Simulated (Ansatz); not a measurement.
MgO (Fm-3m) under hydrostatic pressure (compression positive): electron conductivity mass by PBE, rigid bands (plane waves, PAW, scalar-relativistic; Ansatz, a quantum-chemistry and plane-wave program). The unloaded cell, whose axes the loads refer to:

```cif
data_MgO
_chemical_formula_sum 'Mg1 O1'
_space_group_name_H-M_alt 'P 1'
_space_group_IT_number 1
_cell_length_a 2.97985
_cell_length_b 2.97985
_cell_length_c 2.97985
_cell_angle_alpha 60.000
_cell_angle_beta 60.000
_cell_angle_gamma 60.000
loop_
_space_group_symop_operation_xyz
  'x, y, z'
loop_
_atom_site_label
_atom_site_type_symbol
_atom_site_fract_x
_atom_site_fract_y
_atom_site_fract_z
_atom_site_occupancy
Mg1 Mg 0.00000 0.00000 0.00000 1
O1 O 0.50000 0.50000 0.50000 1
```

```tsv
hydrostatic pressure (compression positive) (GPa)	volume per atom (Å³)	electron conductivity mass (mₑ)
-9	9.99	0.334
-6	9.75	0.342
-3	9.54	0.350
0	9.35	?
3	9.19	0.363
6	9.03	0.369
12	8.75	0.380
18	8.51	0.391
```

Fit a straight line to ln(electron conductivity mass) against the load over the rows given, and predict the row at 0 GPa.

The means are x̄ = 3.000 GPa and ȳ = -1.0195; Σ(x − x̄)(y − ȳ) = 3.330 and Σ(x − x̄)² = 576.0, so the slope is 0.578 % per GPa, and the rows given lie within 0.78 % of the line. At 0 GPa the line gives 0.355 mₑ; the calculation gives 0.357 mₑ, 0.68 % from it.

Masses are for dilute carriers at 300 K, harmonic means over directions unless an axis is named. Spin-orbit coupling is left out. Stresses and pressures are the targets of the relaxation. The structure type is held at every load. Geometry: cell and atoms relaxed with PBEsol.
